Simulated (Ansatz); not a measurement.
# Electron-phonon data for HfC (Fm-3m)

Given:

```yaml
crystal:
  lattice:
    - [0.00000, 2.30368, 2.30368]
    - [2.30368, 0.00000, 2.30368]
    - [2.30368, 2.30368, 0.00000]
  atoms:
    - { symbol: Hf, position: [0.00000, 0.00000, 0.00000] }
    - { symbol: C, position: [0.50000, 0.50000, 0.50000] }
```

Level of theory: PBEsol, DFPT electron-phonon coupling, linearised Boltzmann equation (plane waves, PAW, scalar-relativistic; Ansatz, a quantum-chemistry and plane-wave program). How the cell was made: relaxed with this functional, without spin-orbit coupling.

| Quantity | Result |
|---|---|
| resistivity at 300 K | 13.5 μΩ·cm |
| resistivity at 77 K | 0.93 μΩ·cm |
| electron mean free path at 300 K (weighted by the current that each state carries) | 24 nm |
| Drude plasma energy | 3.5 eV |

A metal at this level (no band gap). Only scattering by harmonic phonons is included (no impurities, grain boundaries, electron-electron scattering or thermal expansion). Spin-orbit coupling is left out, which matters with elements this heavy. Halving the electron mesh (32x32x32) moves the resistivity by up to 10 % at 300 K, the mean free path by up to 2 %. Smearing 0.20 eV; phonons on a 5x5x5 q mesh, which this run doesn't test and which matters most at low temperature.
